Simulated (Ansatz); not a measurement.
Consider the surface energy of the NaC16 slab, the mean of its two faces, with the listed reservoirs for the atoms in excess. Reaction: 16 C (graphite) + Na (bcc) → cell A.

Cell A: a slab of composition NaC16 built on C (graphite, P6₃/mmc) (0001), with 8 atoms on that crystal's sites, 17 atoms, hexagonal cell of 4.93 Å (21.0 Å²), symmetry P6/mmm within 0.02 Å, 4.6 Å thick under 15 Å of vacuum, in-plane vectors held at the crystal's; planes from bottom to top: C8 | Na | C8; foreign atoms: Na bound to 12 C at 2.69 Å; spin state with PBE: no moments, k-point mesh 7×7×1.
```yaml
crystal:
  lattice:
    - [4.92998, 0.00000, 0.00000]
    - [-2.46499, 4.26949, 0.00000]
    - [0.00000, 0.00000, 19.13363]
  atoms:
    - { symbol: C, position: [0.16694, 0.33389, 0.38073] }
    - { symbol: C, position: [0.33389, 0.16694, 0.38073] }
    - { symbol: C, position: [0.16694, 0.83306, 0.38073] }
    - { symbol: C, position: [0.33333, 0.66667, 0.38109] }
    - { symbol: C, position: [0.66667, 0.33333, 0.38109] }
    - { symbol: C, position: [0.83306, 0.16694, 0.38073] }
    - { symbol: C, position: [0.66611, 0.83306, 0.38073] }
    - { symbol: C, position: [0.83306, 0.66611, 0.38073] }
    - { symbol: Na, position: [0.00000, 0.00000, 0.50000] }
    - { symbol: C, position: [0.16694, 0.33389, 0.61927] }
    - { symbol: C, position: [0.33389, 0.16694, 0.61927] }
    - { symbol: C, position: [0.16694, 0.83306, 0.61927] }
    - { symbol: C, position: [0.33333, 0.66667, 0.61891] }
    - { symbol: C, position: [0.66667, 0.33333, 0.61891] }
    - { symbol: C, position: [0.83306, 0.16694, 0.61927] }
    - { symbol: C, position: [0.66611, 0.83306, 0.61927] }
    - { symbol: C, position: [0.83306, 0.66611, 0.61927] }
```

Reference: C (graphite, P6₃/mmc), 16 atoms in the cell, the relaxed perfect crystal repeated, atoms not moved again, k-point mesh 7×7×4 on the run's own vectors.

Reference: Na (bcc, Im-3m), 1 atom in the cell, k-point mesh 20×20×20 on the run's own vectors. Conventional cell: a = 4.0833 Å, b = 4.0833 Å, c = 4.0833 Å, α = 90.00°, β = 90.00°, γ = 90.00°.

Computed with Ansatz (plane waves, PAW), its default PAW set, cutoff 420 eV, 500 eV for r2SCAN. The structures are at rest with PBE+D3(BJ), within the held lattices; other levels are single points on them. Neutral cells; Fermi-Dirac smearing of at most 0.10 eV in the solids, energies taken to zero width. The lattices are those relaxed with PBE+D3(BJ) or held as stated, so at other levels the solids can be strained, which adds to the spread. A dispersion term (D3(BJ), or D4 for r2SCAN) was computed beside these levels and is taken off wherever the name lacks it. Static lattices, no vibrational contributions. The structures are the rest points that the relaxations reached, not proven lowest. No correction for cell size. Cell A has symmetry P6/mmm within 0.02 Å and got no random move, so less symmetric positions, which may lie lower, weren't tried.

Levels: PBE, PBE+D3(BJ), LDA, RPBE, r2SCAN, r2SCAN+D4.

Problem. Do the levels agree on the sign?

Solution. too close to call: PBE (-0.02), LDA (0.04), r2SCAN (0.04); uphill: PBE+D3(BJ) (0.35), r2SCAN+D4 (0.24); downhill: RPBE (-0.07) (values in J/m²; within 0.05 J/m² of zero counts as too close to call). The levels shown span 0.42 J/m², from RPBE (-0.07) to PBE+D3(BJ) (0.35). They disagree on the sign.

Ansatz is a quantum-chemistry and plane-wave program.
